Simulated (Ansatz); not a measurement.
**Short convergence ladders for a (111) slab of LuH2 (cut from a parent of space group no. 225; 9 atoms in the cell)**

```yaml
crystal:
  lattice:
    - [3.53847, 0.00000, 0.00000]
    - [1.76924, 3.06441, 0.00000]
    - [0.00000, 0.00000, 21.22292]
  atoms:
    - { symbol: H, position: [0.33333, 0.33333, 0.32983] }
    - { symbol: H, position: [0.00000, 0.00000, 0.39790] }
    - { symbol: H, position: [0.66667, 0.66667, 0.46597] }
    - { symbol: H, position: [0.33333, 0.33333, 0.53404] }
    - { symbol: H, position: [0.00000, 0.00000, 0.60210] }
    - { symbol: H, position: [0.66667, 0.66667, 0.67017] }
    - { symbol: Lu, position: [0.66667, 0.66667, 0.36387] }
    - { symbol: Lu, position: [0.00000, 0.00000, 0.50000] }
    - { symbol: Lu, position: [0.33333, 0.33333, 0.63613] }
```

Base method: PBEsol, default PAW files made with PBE (plane waves; Ansatz, a quantum-chemistry and plane-wave program).

Base settings: basis.ecutwfc = 420 eV; kpoints.mp_grid.grid = 10 10 1; hamiltonian.xc = pbesol; hamiltonian.pseudopotentials = {kind: paw} (the program's default PAW files); scf.occupations.method = gaussian; scf.occupations.width = 0.1 eV.

The count of work is k-points × plane waves × bands × iterations; it is no time. Core times come from one kind of shared machine, to one figure; runs under 30 s give none.

**The vacuum**

The mesh stays at the base's, so the ladder's end is converged at best in this setting alone.

Only quantities that move along the ladder and can be compared are tabulated.

| vacuum between outermost atoms (Å) | free energy less the last step's (meV/atom) | largest difference of a force vector from the last step's (eV/Å) | count of work / last |
|---|---|---|---|
| 3.0 | -27.64 | 0.502 | 0.27 |
| 4.0 | -5.68 | 0.158 | 0.34 |
| 5.0 | -0.71 | 0.043 | 0.37 |
| 6.0 | 0.01 | 0.009 | 0.35 |
| 7.0 | 0.06 | 0.002 | 0.38 |
| 8.0 | 0.03 | 0.000 | 0.41 |
| 10.0 | 0.00 | 0.000 | 0.46 |
| 12.0 | 0.00 | 0.000 | 0.52 |
| 14.0 | 0.00 | 0.000 | 0.57 |
| 17.0 | 0.00 | 0.000 | 0.65 |
| 20.0 | 0.00 | 0.000 | 0.73 |
| 25.0 | 0.00 | 0.000 | 0.87 |
| 30.0 | 0.00 | 0.000 | 1.0 |

Smallest vacuum between outermost atoms (Å) that holds the free energy within 2 meV/atom of the last step, with all finer ones: 5.0, at 0.37 of the last step's count of work; the step before is off by 5.7 meV/atom.

Smallest vacuum between outermost atoms (Å) that holds the forces within 0.005 eV/Å of the last step, with all finer ones: 7.0, at 0.38 of the last step's count of work; the step before is off by 0.009 eV/Å.

**The depth of the slab**

On a (111) slab of LuH2 (cut from a parent of space group no. 225; 3 atoms in the cell), and deeper slabs.

Surface energy = (E_slab − N e_bulk)/2A, with e_bulk from the bulk crystal on its finest mesh (328 k-points); errors per atom of slab and bulk, whose meshes differ, grow with N.

The mesh stays at the base's, so the ladder's end is converged at best in this setting alone.

Only quantities that move along the ladder and can be compared are tabulated.

| atoms | unrelaxed surface energy (J/m²) | count of work / last | core time / last (rough) |
|---|---|---|---|
| 3 | 1.360 | 0.033 | – |
| 6 | 1.187 | 0.080 | – |
| 9 | 1.115 | 0.14 | – |
| 12 | 1.139 | 0.23 | – |
| 15 | 1.124 | 0.30 | – |
| 18 | 1.132 | 0.43 | 0.3 |
| 21 | 1.130 | 0.55 | 0.5 |
| 24 | 1.130 | 0.69 | 0.5 |
| 30 | 1.132 | 1.0 | 1 |

Smallest size that holds the unrelaxed surface energy within 0.1 J/m² of the last step, with all finer ones: 6, at 0.080 of the last step's count of work; the step before is off by 0.23 J/m².

On the base run: the starting cell comes from a database of computed structures (which also holds hypothetical and non-ambient phases and stackings), without a prior relaxation at this level. The slab is cut from that crystal, and its faces are unrelaxed. Its lattice was rescaled by up to half a per cent.

Keys are those of Ansatz 0.2.
